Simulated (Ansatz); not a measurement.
Base system: CdS in the wurtzite structure (space group P6_3mc, No. 186; a = 4.074 Å, c = 6.637 Å).

Calculations: LDA in Ansatz (plane waves to 420 eV, PAW, no spin-orbit coupling).

Strains are applied to the cell and any free atomic positions relax.

One change was made to it. Results:

The energy increases by 6.3 meV/atom; the band gap drops by 0.08 eV to 0.95 eV; the valence-band top at Γ (three highest levels, from the VBM) changes from 0.00, 0.00, -0.06 eV to 0.00, 0.00, -0.05 eV; the width of the top valence band decreases by 0.11 eV, from 1.87 eV to 1.76 eV.

Problem. Which of these changes matches the shifts?
A. isotropic strain +2.40 %
B. isotropic strain +1.20 %
C. isotropic strain +3.00 %
D. isotropic strain +0.60 %
E. isotropic strain +1.80 %

Solution. B, isotropic strain +1.20 %. For comparison, the band gap in the other runs: isotropic strain +3.00 % gives 0.83 eV; isotropic strain +1.80 % gives 0.91 eV; isotropic strain +0.60 % gives 0.99 eV; isotropic strain +2.40 % gives 0.87 eV.

Stability against distortions was not tested.

Ansatz is a program for electronic structure.
